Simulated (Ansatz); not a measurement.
System: cubic perovskite CsSnI₃ (cubic high-temperature phase). Method: LDA in Ansatz (plane waves, PAW).

Settings: plane-wave cutoff 520 eV, 6×6×6 k mesh, Fermi–Dirac smearing 0.01 eV, scalar-relativistic PAW data made under PBE.

Cell (measured lattice):

```cif
data_CsI3Sn
_chemical_formula_sum 'Cs1 Sn1 I3'
_space_group_name_H-M_alt 'Pm-3m'
_space_group_IT_number 221
_space_group_name_Hall '-P 4 2 3'
_cell_length_a 6.21900
_cell_length_b 6.21900
_cell_length_c 6.21900
_cell_angle_alpha 90.000
_cell_angle_beta 90.000
_cell_angle_gamma 90.000
loop_
_atom_site_label
_atom_site_type_symbol
_atom_site_symmetry_multiplicity
_atom_site_Wyckoff_symbol
_atom_site_fract_x
_atom_site_fract_y
_atom_site_fract_z
_atom_site_occupancy
Cs1 Cs 1 a 0.00000 0.00000 0.00000 1
Sn1 Sn 1 b 0.50000 0.50000 0.50000 1
I1 I 3 c 0.00000 0.50000 0.50000 1
```

Question: Give the computed band gap and Γ–Γ gap.

Answer: 
- band gap = 0.33 eV
- Γ–Γ gap = 4.02 eV

Note: held by symmetry at 0 K, a high-temperature phase can be a saddle point; cell and atoms aren't relaxed at this level (pressure -1.5 GPa).

Spin–orbit coupling is not included; with these elements it can move the gap by several tenths of an eV or more.

Computed values are for the static lattice.

The result took roughly 40 core-seconds.

Ansatz is an electronic-structure program.
